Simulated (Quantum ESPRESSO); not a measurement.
Checking a run of Quantum ESPRESSO on Rb (Im-3m, 1 atom in the cell). The aim is a self-consistent single point with DFT, PBE, plane waves, PseudoDojo standard norm-conserving (PBE) pseudopotentials.

Cell that was meant: a = 4.9420 Å, b = 4.9420 Å, c = 4.9420 Å, α = 109.47°, β = 109.47°, γ = 109.47°.

Part of the input:

```fortran
 ecutwfc = 50
 occupations = 'smearing'
 smearing = 'marzari-vanderbilt'
 degauss = 0.1
/
&ELECTRONS
 conv_thr = 1.0d-9
```

Output, abridged:

```
     Message from routine setup:
     using ibrav=0 with symmetry is DISCOURAGED, use correct ibrav instead
     G-vector sticks info
   [... lines left out ...]
                       cart. coord. in units 2pi/alat
        k(    1) = (   0.0000000   0.0000000   0.0000000), wk =   0.0092593
        k(    2) = (   0.1443376   0.1443376   0.0000000), wk =   0.1111111
        k(    3) = (   0.2886751   0.2886751   0.0000000), wk =   0.1111111
   [... 13 lines left out ...]

     Dense  grid:    29853 G-vectors     FFT dimensions: (  45,  45,  45)

     Initial potential from superposition of free atoms

     starting charge       8.9752, renormalised to       9.0000
     Self-consistent Calculation

     iteration #  1     ecut=    50.00 Ry     beta= 0.70

     Threshold (ethr) on eigenvalues was too large:
     Diagonalizing with lowered threshold

     total energy              =     -54.01565163 Ry
     estimated scf accuracy    <       0.00127163 Ry

     iteration #  2     ecut=    50.00 Ry     beta= 0.70

     total energy              =     -54.01591447 Ry
     estimated scf accuracy    <       0.00009061 Ry

     iteration #  3     ecut=    50.00 Ry     beta= 0.70

     total energy              =     -54.01592553 Ry
     estimated scf accuracy    <       0.00000715 Ry

     iteration #  4     ecut=    50.00 Ry     beta= 0.70

     total energy              =     -54.01592621 Ry
     estimated scf accuracy    <       0.00000007 Ry

     iteration #  5     ecut=    50.00 Ry     beta= 0.70

     total energy              =     -54.01592628 Ry
     estimated scf accuracy    <          4.9E-09 Ry

     iteration #  6     ecut=    50.00 Ry     beta= 0.70
     End of self-consistent calculation

     the Fermi energy is     1.8778 ev

!    total energy              =     -54.01592628 Ry
     estimated scf accuracy    <          2.0E-11 Ry
     smearing contrib. (-TS)   =      -0.02522569 Ry
     internal energy E=F+TS    =     -53.99070059 Ry

     convergence has been achieved in   6 iterations

     Forces acting on atoms (cartesian axes, Ry/au):

     atom    1 type  1   force =     0.00000000    0.00000000    0.00000000

     Total force =     0.000000     Total SCF correction =     0.000000

          total   stress  (Ry/bohr**3)                   (kbar)     P=        0.69
   0.00000472  -0.00000000   0.00000000            0.69       -0.00        0.00
   0.00000000   0.00000472   0.00000000            0.00        0.69        0.00
   0.00000000   0.00000000   0.00000472            0.00        0.00        0.69

   JOB DONE.
```

**Question.** Can these results be used? Check the input.

**Answer.** The run is not sound. The fault is an energy in the wrong unit. A bare number is read in the key's own unit, and eV, Ry (13.6 eV) and Ha (27.2 eV) lie far apart, so the setting ends up far from the one that was meant. To fix it, convert the value to the unit that the key expects. The run converged in 6 iterations without an error; against the sound input the free energy falls by 136 meV/atom and the pressure goes from -0.04 to 0.07 GPa.

The sound input it was made from differs as follows (other fixes are possible):
```diff
- degauss = 0.1
+ degauss = 0.0073499
```

With that input, the run converged in 6 iterations: free energy E − TS -734.7878 eV; Fermi level (on the code's own zero) 1.92 eV; pressure -0.04 GPa (DFT, PBE, plane waves, PseudoDojo standard norm-conserving (PBE) pseudopotentials).

On the sound input: the starting cell has typed, rounded lattice constants, without a prior relaxation at this level. Its lattice was rescaled by a random factor within 2.5 % of one.
